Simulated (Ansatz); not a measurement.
Data:

End structure of a constructed model of the (0001) surface of hcp Ru, p(2x2) surface alloy, Au on one Ru site of the top plane (bottom of the slab: a bare face, its two planes held):

```yaml
crystal:
  lattice:
    - [5.44280, 0.00000, 0.00000]
    - [-2.72140, 4.71360, 0.00000]
    - [0.00000, 0.00000, 27.00000]
  atoms:
    - { symbol: Ru, position: [0.33333, 0.16667, 0.30153] }
    - { symbol: Ru, position: [0.33333, 0.66667, 0.30153] }
    - { symbol: Ru, position: [0.83333, 0.16667, 0.30153] }
    - { symbol: Ru, position: [0.83333, 0.66667, 0.30153] }
    - { symbol: Ru, position: [0.16667, 0.33333, 0.38103] }
    - { symbol: Ru, position: [0.16667, 0.83333, 0.38103] }
    - { symbol: Ru, position: [0.66667, 0.33333, 0.38103] }
    - { symbol: Ru, position: [0.66667, 0.83333, 0.38103] }
    - { symbol: Ru, position: [0.33290, 0.16710, 0.45994] }
    - { symbol: Ru, position: [0.33290, 0.66579, 0.45994] }
    - { symbol: Ru, position: [0.83421, 0.16710, 0.45994] }
    - { symbol: Ru, position: [0.83333, 0.66667, 0.46132] }
    - { symbol: Ru, position: [0.16667, 0.33333, 0.54051] }
    - { symbol: Ru, position: [0.16834, 0.83417, 0.54035] }
    - { symbol: Ru, position: [0.66583, 0.33166, 0.54035] }
    - { symbol: Ru, position: [0.66583, 0.83417, 0.54035] }
    - { symbol: Ru, position: [0.33181, 0.16819, 0.61896] }
    - { symbol: Ru, position: [0.33181, 0.66361, 0.61896] }
    - { symbol: Ru, position: [0.83639, 0.16819, 0.61896] }
    - { symbol: Ru, position: [0.83333, 0.66667, 0.62016] }
    - { symbol: Au, position: [0.16667, 0.33333, 0.70873] }
    - { symbol: Ru, position: [0.16672, 0.83336, 0.69654] }
    - { symbol: Ru, position: [0.66664, 0.33328, 0.69654] }
    - { symbol: Ru, position: [0.66664, 0.83336, 0.69654] }
```

Model: 24-atom slab, 10.7 Å thick at the start, 8x8x1 mesh, Fermi-Dirac 0.1 eV, dipole correction, 8 atoms held, the rest relaxed; symmetry of the start imposed; no spin, no spin-orbit, no U. It is one candidate, not shown to be the stable structure of the face.

Task: Estimate the work function of the top face that PBE (Ansatz, a first-principles code) returns for this input.

Result: 5.07 eV
